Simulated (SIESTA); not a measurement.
Input and output of a self-consistent single point for FeSb (P6_3/mmc, 4 atoms in the cell) (SIESTA).

Method of the run: GGA PBEsol, numerical atomic orbitals DZP, PseudoDojo PBEsol standard norm-conserving potentials (rewritten from UPF to PSML) (SIESTA 5.4.2).

```xyz
4
Lattice="4.0148 0.0000 0.0000 -2.0074 3.4769 0.0000 0.0000 0.0000 5.0198" Properties=species:S:1:pos:R:3 pbc="T T T"
Fe     0.0000     0.0000     0.0000
Fe     0.0000     0.0000     2.5099
Sb     2.0074     1.1590     1.2549
Sb     0.0000     2.3180     3.7648
```
Moments meant for the start (each program seeds them in its own way; μB, in the order of the atoms Fe Fe Sb Sb): 4.0 4.0 0.0 0.0.

Reference input (self-consistent single point, DFT, LDA PW92, numerical atomic orbitals DZP, PseudoDojo LDA standard norm-conserving potentials (rewritten from UPF to PSML)): XC.functional = LDA; XC.authors = PW92; potentials = PseudoDojo LDA standard; PAO.BasisSize = DZP; PAO.EnergyShift = 0.005 Ry; MeshCutoff = 350 Ry; kgrid.MonkhorstPack = 6 6 4; OccupationFunction = MP; OccupationMPOrder = 0; ElectronicTemperature = 1578.21 K; Spin = polarized; DM.InitSpin = [1 +4.00, 2 +4.00, 3 +0.00, 4 +0.00]. This run's input differs from it in these lines:

```diff
@@ -1,2 +1,2 @@
-# files in the folder: Fe.psml Sb.psml (PseudoDojo LDA standard)
+# files in the folder: Fe.psml Sb.psml (PseudoDojo PBEsol standard)
 SystemName  FeSb
@@ -24,4 +24,4 @@
 
-XC.functional                LDA
-XC.authors                   PW92
+XC.functional                GGA
+XC.authors                   PBEsol
 PAO.BasisSize                DZP
```

The program printed (abridged):

```
        iscf     Eharris(eV)        E_KS(eV)     FreeEng(eV)     dDmax    Ef(eV) dHmax(eV)
   scf:    1   -11715.812467   -11745.956596   -11745.995448  0.793371 -3.220831 11.511635
     spin moment: {S} , |S| = {        0.0        0.0    5.44131 }     5.44131
   scf:    2   -11752.997586   -11750.205115   -11750.250154  0.082149 -3.815423  5.295242
     spin moment: {S} , |S| = {        0.0        0.0    5.22706 }     5.22706
   scf:    3   -11751.436896   -11751.250271   -11751.294143  0.070019 -4.268403  2.040437
     spin moment: {S} , |S| = {        0.0        0.0    4.82427 }     4.82427
   [... lines left out ...]
     spin moment: {S} , |S| = {        0.0        0.0    3.03511 }     3.03511
   scf:   16   -11751.812821   -11751.812684   -11751.850709  0.001382 -4.582868  0.001240
     spin moment: {S} , |S| = {        0.0        0.0    3.03948 }     3.03948
   scf:   17   -11751.812686   -11751.812685   -11751.850709  0.000051 -4.582634  0.001296
     spin moment: {S} , |S| = {        0.0        0.0    3.03966 }     3.03966
   scf:   18   -11751.812682   -11751.812683   -11751.850710  0.000083 -4.582438  0.000941
     spin moment: {S} , |S| = {        0.0        0.0    3.03983 }     3.03983
SCF Convergence by DM+H criterion
max |DM_out - DM_in|         :     0.0000834538
max |H_out - H_in|      (eV) :     0.0009409371
SCF cycle converged after 18 iterations

Using DM_out to compute the final energy and forces

siesta: E_KS(eV) =           -11751.8127

siesta: E_KS - E_eggbox =    -11751.8127

siesta: Atomic forces (eV/Ang):
     1    0.000000   -0.000000    0.000000
     2   -0.000000   -0.000000   -0.000000
     3    0.000199   -0.000116   -0.000014
     4   -0.000199    0.000116    0.000014
   Tot   -0.000000   -0.000000   -0.000000
   Max    0.000199
   Res    0.000094    sqrt( Sum f_i^2 / 3N )
   Max    0.000199    constrained

Stress tensor Voigt[x,y,z,yz,xz,xy] (kbar):       17.11       17.49       35.56       -0.00        0.00        0.33
(Free)E + p*V (eV/cell)   -11752.8736
   [... lines left out ...]
siesta: FreeEng =    -11751.850710
siesta: Cell volume =         70.071840 Ang**3
siesta:         -23.38715834        -23.39149808  kBar
   [... lines left out ...]

              0.092   0.102

mulliken: Qtot =       29.480

Mulliken Atomic Populations:
Atom #   charge [q] valence [e]      Sz [e]  Species
     1     0.400870   15.599130    1.757057  Fe
     2     0.400909   15.599091    1.757087  Fe
     3    -0.400889   15.400889   -0.237159  Sb
     4    -0.400889   15.400889   -0.237159  Sb
 Total     0.000000                3.039825
```

The run converged in 18 iterations. Against the reference run the pressure goes from -6.65 to -2.34 GPa and the size of the net moment hardly changes (0.73 to 0.76 μB/atom).

The starting cell comes from a database of computed structures (which also holds hypothetical and non-ambient phases and stackings), without a prior relaxation at this level. The magnetic order is the one reached from the typed start; others were not searched systematically. Values carry the incompleteness of an atom-centred basis.

Cost on one core of a shared machine: roughly 2 min.
